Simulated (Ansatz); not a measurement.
Results of PBEsol (Ansatz, a program for electronic structure, plane waves, PAW) for BeS (model structure, started from the BeO type, P4₂/mnm, No. 136, 8 atoms in the cell).

Run with plane-wave cutoff 520 eV, 6×6×10 k mesh (along the axes of the cell as run), Fermi–Dirac smearing 0.01 eV, scalar-relativistic PAW data made under PBE.

Cell (relaxed with PBEsol):

```cif
data_Be4S4
_chemical_formula_sum 'Be4 S4'
_space_group_name_H-M_alt 'P42/mnm'
_space_group_IT_number 136
_space_group_name_Hall '-P 4n 2n'
_cell_length_a 5.87154
_cell_length_b 5.87154
_cell_length_c 3.44168
_cell_angle_alpha 90.000
_cell_angle_beta 90.000
_cell_angle_gamma 90.000
loop_
_atom_site_label
_atom_site_type_symbol
_atom_site_symmetry_multiplicity
_atom_site_Wyckoff_symbol
_atom_site_fract_x
_atom_site_fract_y
_atom_site_fract_z
_atom_site_occupancy
Be1 Be 4 g 0.16888 0.16888 0.50000 1
S1 S 4 f 0.30872 0.30872 0.00000 1
```

Problem. Predict the band gap, smallest direct gap on the k points sampled and direct gap at Γ.

Solution. 
- band gap: 3.10 eV (indirect)
- smallest direct gap on the k points sampled: 3.74 eV
- direct gap at Γ: 3.96 eV

Note: the relaxation could raise the start's symmetry but not lower it, so the cell can be a saddle point.

Static lattice: no zero-point or thermal effects.

Cost on a shared machine: around 24 core-seconds (rough).

A model structure was made by putting elements into a prototype or built by hand; it is no filed structure, need not be a known phase, and can be a saddle point held by its symmetry.
